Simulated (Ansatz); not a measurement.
The parent structure is Pb in the fcc (Cu type) structure (space group Fm-3m, No. 225; a = 4.9341 Å; relaxed with 0.1 eV smearing).

Level of theory: DFT with PBEsol, PAW potentials and a 420 eV plane-wave cutoff in Ansatz (a program for electronic structure), no spin-orbit coupling.

For the base:

```
Property    Value
--------  -------
Pressure  0.0 GPa
```

The change: the cell is scaled by 1.0150 in all directions, atoms relaxed at fixed cell.

Task: How does this affect the energy relative to the base?

Result: The energy increases by 8.5 meV/atom.

Task: What does the calculation give for the pressure after the change?

Result: The pressure goes from zero to -1.9 GPa.

The cells carry an imposed strain or load. No phonon test of stability was made.
